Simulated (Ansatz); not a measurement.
TiAl3: pressure −1 GPa

Base system: TiAl$_{3}$ (space group I4/mmm, No. 139; a = 3.824 Å, c = 8.561 Å).

The change: a negative pressure, −1 GPa.

Computed with Kohn–Sham DFT with the r2SCAN functional, run in Ansatz (a quantum-chemistry and plane-wave program) with PAW and 500 eV plane waves, scalar-relativistic without spin-orbit coupling. Settings: 17×17×17 k-points, 0.05 eV Fermi–Dirac smearing.

The volume per atom goes up by 0.14 Å³, from 15.65 Å³ to 15.79 Å³ and the density shrinks by 0.03 g/cm³ to 3.39 g/cm³. The lattice parameter a goes up by 0.011 Å (3.824 Å → 3.835 Å) and the c/a ratio is still 2.239. The shortest interatomic distance grows by 0.008 Å (2.704 Å → 2.712 Å) and the enthalpy H = E + PV relative to the base's energy is -0.10 eV/atom. The band gap stays zero.

Final structure:

```
CELL_PARAMETERS angstrom
     -1.91764     1.91764     4.29350
      1.91764    -1.91764     4.29350
      1.91764     1.91764    -4.29350
ATOMIC_POSITIONS crystal
  Al 0.50000 0.50000 0.00000
  Al 0.75000 0.25000 0.50000
  Al 0.25000 0.75000 0.50000
  Ti 0.00000 0.00000 0.00000
```

Load acts through the strain it causes; cell and atoms are relaxed under it. No phonon test of stability was made. The final runs are not spin-polarised.
